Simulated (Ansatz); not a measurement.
Input:

End structure of the (31-43) surface of hcp Re in its 1x1 cell, outermost plane spacing 0.10 Å in the ideal cut:

```xyz
36
Lattice="5.2711 0.0000 0.0000 1.6169 9.3170 0.0000 0.0000 0.0000 26.5000" Properties=species:S:1:pos:R:3 pbc="T T T"
Re     1.4300     7.4184     8.2864
Re     1.3784     0.2320     8.3009
Re     4.2177     0.9008     8.7210
Re     1.0847     2.8033     8.7878
Re     3.5940     3.4190     9.2588
Re     5.3842     5.3543     9.3286
Re     2.8781     6.1085     9.7804
Re     4.7943     8.0518     9.9059
Re     2.1282     8.7114    10.5222
Re     2.3821     1.3155    10.6404
Re     5.0469     1.9911    11.0217
Re     1.6695     3.9792    11.1449
Re     4.3365     4.5787    11.6642
Re     6.1950     6.5488    11.7611
Re     3.5711     7.1991    12.2702
Re     5.4630     9.1584    12.4117
Re     1.2192     0.4865    12.9469
Re     3.1381     2.4552    13.0121
Re     5.7872     3.1127    13.4879
Re     2.4350     5.0814    13.5531
Re     5.0792     5.7266    14.0883
Re     1.7000     7.6858    14.2298
Re     4.3472     8.3361    14.7389
Re     4.5888     0.9892    14.8358
Re     1.9847     1.5887    15.3551
Re     3.8784     3.5768    15.4783
Re     1.2721     4.2524    15.8596
Re     3.1429     6.1735    15.9778
Re     5.7479     6.8332    16.5941
Re     2.3930     8.7764    16.7196
Re     3.5411     0.2136    17.1714
Re     5.3313     2.1489    17.2412
Re     2.5695     2.7646    17.7122
Re     4.7076     4.6671    17.7790
Re     2.2758     5.3359    18.1991
Re     3.8411     7.4665    18.2136
```

Model: 36-atom slab, 10.5 Å thick at the start (thin: gaps and levels are the slab's own), 7x4x1 mesh, Fermi-Dirac 0.1 eV, dipole correction, all atoms relaxed; held to the start's symmetry, so lower structures may exist; no spin, no spin-orbit, no U.

Q: What is the computed work function of the top face (Ansatz (a first-principles code) with PBE)?

A: 4.68 eV

Q: What surface energy (mean of both faces) does PBE give?

A: 215 meV/Å^2
